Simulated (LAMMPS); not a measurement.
MD of CuAu (L1_0) at zero pressure, 4312 atoms, as a liquid; each row is its own run.

Level of theory: classical MD, pair style eam, the elements' _u3.eam files (universal-3 set of Foiles, Baskes and Daw) (LAMMPS).

```
T (K)  volume (Å³/atom)
-----  ----------------
840              15.371
960              15.524
1080             15.675
1200             15.824
1320             15.978
1500             16.213
1560             16.291
1920             16.775
```

Question: Fit a straight line, y = a + b x, to these rows (x is the first column, y the second) and predict the run at x = 1680.

Answer: Least squares gives a = 14.275 and b = 0.001296. At x = 1680 the fit predicts 16.452 Å³/atom. The run itself gave 16.451 ± 0.003 Å³/atom, so the fit is 0.0061 % high, within the run's error.

Caution: a run this short can hold a crystal over, or a liquid under, the potential's own melting point, which these runs don't give.
